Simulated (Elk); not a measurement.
Band structure of TbZn (Pm-3m, 2 atoms in the cell).

```
TbZn
1.0
    3.55188     0.00000     0.00000
    0.00000     3.55188     0.00000
    0.00000     0.00000     3.55188
Tb Zn
1 1
Direct
  0.00000   0.00000   0.00000
  0.50000   0.50000   0.50000
```
Moments meant for the start (each program seeds them in its own way; μB, in the order of the atoms Tb Zn): 6.0 0.0.

Computed with LDA (PW92), all-electron FP-LAPW, Elk's shipped species files, APW+lo basis with extra local orbitals (Elk).

Settings: spinpol = true; rgkmax = 7.5; swidth = 0.00367493 Ha; ngridk = 6 6 6; reducebf = 0.8; gmaxvr = 14 1/bohr; nxlo = 2; lorbcnd = true; lmaxi = 2; nempty = 12 per atom; maxscl = 100; bfcmt = [[0.0, 0.0, -6.0], [0.0, 0.0, 0.0]].

The starting cell comes from a database of computed structures (which also holds hypothetical and non-ambient phases and stackings), without a prior relaxation at this level. Its lattice was rescaled by a random factor within 2.5 % of one. Spin-orbit coupling is off. With one magnetic atom in the cell only a parallel order is possible. With U or open f shells several self-consistent states can exist. The f electrons are in the valence without U or exact exchange, which can misplace them near the Fermi level. Spin-orbit terms, which matter for f shells, are left out. Values depend on the basis (sphere radii, cutoffs, local orbitals), which need not be converged.

Levels in eV from the Fermi level, bands 19 to 26 of the first spin channel:
```
point     19     20     21     22     23    24    25    26
-----  -----  -----  -----  -----  -----  ----  ----  ----
Γ      -3.90  -3.84  -0.21  -0.21   4.69  4.69  4.69  4.96
X      -3.83  -3.69  -3.60   0.25   1.37  1.37  4.85  6.17
M      -3.84  -3.83   0.01   0.12   0.12  2.96  2.96  6.28
R      -3.85  -2.10  -2.10  -2.10  -0.43  5.86  5.86  5.86
```

Bands cross the Fermi level along this path, so the cell is metallic at this level.

The net moment of the cell came out as 5.97 μB.
